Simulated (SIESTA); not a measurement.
A self-consistent single point of Ti3Be (P6_3/mmc, 8 atoms in the cell) with SIESTA.

Method: GGA PBEsol, numerical atomic orbitals DZP, PseudoDojo PBEsol standard norm-conserving potentials (rewritten from UPF to PSML) (SIESTA).

```
CELL_PARAMETERS angstrom
      5.49730     0.00000     0.00000
     -2.74865     4.76081     0.00000
      0.00000     0.00000     4.44226
ATOMIC_POSITIONS crystal
  Ti 0.34844 0.17422 0.75000
  Ti 0.65156 0.82578 0.25000
  Ti 0.17422 0.34844 0.25000
  Ti 0.82578 0.65156 0.75000
  Ti 0.82578 0.17422 0.75000
  Ti 0.17422 0.82578 0.25000
  Be 0.66667 0.33333 0.25000
  Be 0.33333 0.66667 0.75000
```

Reference input (self-consistent single point, DFT, LDA PW92, numerical atomic orbitals DZP, PseudoDojo LDA standard norm-conserving potentials (rewritten from UPF to PSML)): XC.functional = LDA; XC.authors = PW92; potentials = PseudoDojo LDA standard; PAO.BasisSize = DZP; PAO.EnergyShift = 0.005 Ry; MeshCutoff = 400 Ry; kgrid.MonkhorstPack = 5 5 6; OccupationFunction = MP; OccupationMPOrder = 0; ElectronicTemperature = 100 meV; PAO.Polarization.NonPerturbative = true; MaxSCFIterations = 150. This run's input differs from it in these lines:

```diff
@@ -1,2 +1,2 @@
-# files in the folder: Ti.psml Be.psml (PseudoDojo LDA standard)
+# files in the folder: Ti.psml Be.psml (PseudoDojo PBEsol standard)
 SystemName  Ti3Be
@@ -28,4 +28,4 @@
 
-XC.functional                LDA
-XC.authors                   PW92
+XC.functional                GGA
+XC.authors                   PBEsol
 PAO.BasisSize                DZP
```

Output, abridged:

```
        iscf     Eharris(eV)        E_KS(eV)     FreeEng(eV)     dDmax    Ef(eV) dHmax(eV)
   scf:    1   -10272.652432   -10412.528940   -10412.597197  7.656114 -7.034015 15.567287
   scf:    2   -10434.416721   -10424.267709   -10424.332697  1.920327 -7.459532 10.272498
   scf:    3   -10436.575830   -10434.322622   -10434.386933  3.043350 -8.412855  0.482606
   scf:    4   -10434.279135   -10434.398179   -10434.465494  0.304701 -8.330714  0.929444
   scf:    5   -10434.525282   -10434.494806   -10434.564348  0.208857 -8.427903  0.075685
   [... 3 lines left out ...]
   scf:    9   -10434.498968   -10434.498928   -10434.567973  0.001019 -8.432334  0.001945
   scf:   10   -10434.498914   -10434.498921   -10434.567973  0.000076 -8.432485  0.001408
   scf:   11   -10434.498911   -10434.498916   -10434.567973  0.000171 -8.432643  0.000469
   scf:   12   -10434.498914   -10434.498915   -10434.567973  0.000060 -8.432672  0.000395
SCF Convergence by DM+H criterion
max |DM_out - DM_in|         :     0.0000599069
max |H_out - H_in|      (eV) :     0.0003948882
SCF cycle converged after 12 iterations

Using DM_out to compute the final energy and forces

siesta: E_KS(eV) =           -10434.4989

siesta: E_KS - E_eggbox =    -10434.4989

siesta: Atomic forces (eV/Ang):
     1   -0.056556   -0.032646   -0.000000
     2    0.056556    0.032646   -0.000000
     3    0.000006   -0.065302   -0.000000
     4   -0.000006    0.065302   -0.000000
     5    0.056560   -0.032655   -0.000000
     6   -0.056560    0.032655   -0.000000
     7   -0.000007    0.000004    0.000000
     8    0.000007   -0.000004    0.000000
   Tot   -0.000000    0.000000   -0.000000
   Max    0.065302
   Res    0.032652    sqrt( Sum f_i^2 / 3N )
   Max    0.065302    constrained

   [... lines left out ...]
siesta: FreeEng =    -10434.567973
   [... lines left out ...]
siesta:     0.019358    0.000096   -0.000000
siesta:     0.000096    0.019469   -0.000000
siesta:    -0.000000    0.000000    0.012281

siesta: Cell volume =        116.260966 Ang**3

siesta: Pressure (static):
siesta:                Solid            Molecule  Units
siesta:          -0.00018555         -0.00020408  Ry/Bohr**3
siesta:          -0.01703596         -0.01873784  eV/Ang**3
siesta:         -27.29462337        -30.02133546  kBar
```

The run converged in 12 iterations. Against the reference run the pressure goes from -7.49 to -2.73 GPa and the largest force goes from 0.015 to 0.065 eV/Å.

The starting cell comes from a database of computed structures (which also holds hypothetical and non-ambient phases and stackings), without a prior relaxation at this level. Its lattice was rescaled by a random factor within 2.5 % of one. Spin polarisation is off. Values carry the incompleteness of an atom-centred basis.

Cost on one core of a shared machine: roughly 70 s.
